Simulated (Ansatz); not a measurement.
TaC (R-3m): band-structure transport figures

Input:

```xyz
2
Lattice="0.0077 2.2250 2.2250 2.2250 0.0077 2.2250 2.2250 2.2250 0.0077" Properties=species:S:1:pos:R:3 pbc="T T T"
Ta     0.0000     0.0000     0.0000
C      2.2288     2.2288     2.2288
```

Calculation: PBEsol, rigid bands (plane waves, PAW, scalar-relativistic; Ansatz, a first-principles code). Condition of this run: uniaxial stress along [111] of -2 GPa (compression positive) (the target of the relaxation). Cell: cell and atoms relaxed with PBEsol, then loaded as said.

```yaml
density of states at the Fermi level: 0.619 states/(eV·cell), both spins
bare Sommerfeld coefficient: 0.73 mJ/(mol of atoms·K²)
drude_plasma_energy: 8.3 eV
root-mean-square Fermi velocity: 9.7e5 m/s
resistivity times τ: 7.1 ×10⁻²² Ω·m·s
```

A metal at this level (no band gap); rigid bands, thermally averaged at 300 K, both spins. Spin-orbit coupling is left out, which matters with elements this heavy. τ is one relaxation time for all states.
